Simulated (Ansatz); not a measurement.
## How far a parabola holds: energy against volume of rock-salt TaC

System: rock-salt TaC. Method: LDA (Ansatz, an electronic-structure program, plane waves, PAW). Settings: plane-wave cutoff 520 eV, 22×22×22 k mesh, Fermi–Dirac smearing 0.05 eV, scalar-relativistic PAW data made under PBE. The cell has no free parameter but its volume, all volumes share cutoff and mesh, and the runs aren't spin-polarised. Energies are free energies at the run's smearing, counted from the lowest row; static lattice.

| V (Å³/atom) | E (meV/atom) |
|---|---|
| 10.103 | ? |
| 10.318 | 20.72 |
| 10.533 | 5.01 |
| 10.748 | 0.00 |
| 10.963 | 4.64 |
| 11.177 | 17.97 |

Q: Using a parabola, estimate the missing E at V = 10.103 from the other rows, showing the fit.

A: With u = V - 10.75, the rows have u = -0.43200, -0.21700, -0.00200, 0.21300, 0.42700. Least squares gives E = -0.021 - 2.229·u + 104.935·u². Residuals (row less fit): 0.195, -0.394, 0.016, 0.375, -0.190; standard error 0.430 (degrees of freedom: 2). The fitted curve has its minimum at V = 10.8, where E = -0.03. Its curvature is d²E/dV² = 2 × 104.935 meV/Å⁶, so B = V0·d²E/dV² × 0.1602 = 362 GPa. At the withheld row, u = -0.64700, so E = -0.021 - 2.229 × (-0.64700) + 104.935 × (-0.64700)² = 45.348 meV/atom. The calculation gives 48.29 meV/atom, 2.942 meV/atom above the prediction (6.1 % of the range of E in the table). The row lies outside the fitted rows, so this is an extrapolation. From the scatter of the fitted rows alone, a prediction at this place has a standard error of 1.019 meV/atom, so the miss is 2.9 times that.

The residuals are curvature that a parabola lacks, not noise. A solid that stiffens under compression and softens on expansion lies above the parabola at the compressed end and under it at the expanded end, as this row does. A third-order Birch-Murnaghan fit to the whole scan has B0 = 359 GPa. Only scans are tabulated whose curvature falls smoothly with volume, and where the parabola meets the shown rows within 5 % of their range and misses the end by 0.1 meV or more.

Measured, for comparison: bulk modulus 305 ± 5 GPa (room temperature, not corrected to a static lattice, sources range from 305 to 345; as tabulated in Speziale et al., equation of state of TaC (DESY record 425561)). Computed less measured: bulk modulus +18 % (+4.1 % to +18 % over the range).

Spin–orbit coupling is not included.
